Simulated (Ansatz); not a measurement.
YOF (R-3m, No. 166, 6 atoms in the cell; start mp-3637) was calculated with LDA in Ansatz (PAW).

Run with plane-wave cutoff 520 eV, 10×10×10 k mesh, Fermi–Dirac smearing 0.01 eV, scalar-relativistic PAW data made under PBE.

Cell (relaxed at this level):

```
CELL_PARAMETERS angstrom
      1.86881     1.07896     6.19141
     -1.86881     1.07896     6.19141
      0.00000    -2.15792     6.19141
ATOMIC_POSITIONS crystal
  Y  0.74180 0.74180 0.74180
  Y  0.25820 0.25820 0.25820
  O  0.62120 0.62120 0.62120
  O  0.37880 0.37880 0.37880
  F  0.13044 0.13044 0.13044
  F  0.86956 0.86956 0.86956
```

Task: What does this level give for the band gap, direct gap at Γ and bulk modulus?

Result: 
band gap: 5.02 eV (on the SCF k mesh)
direct gap at Γ: 5.81 eV
bulk modulus: 160 GPa

Note: the relaxation could not lower the start's symmetry, so the cell can be a saddle point above a distorted one; the bulk modulus is −V dP/dV from two relaxed cells at ±2 % in volume.

Spin–orbit coupling is not included.

Computed values are for the static lattice.

A start named mp-… is a Materials Project structure, which need not be a measured phase.

Ansatz is a first-principles code.
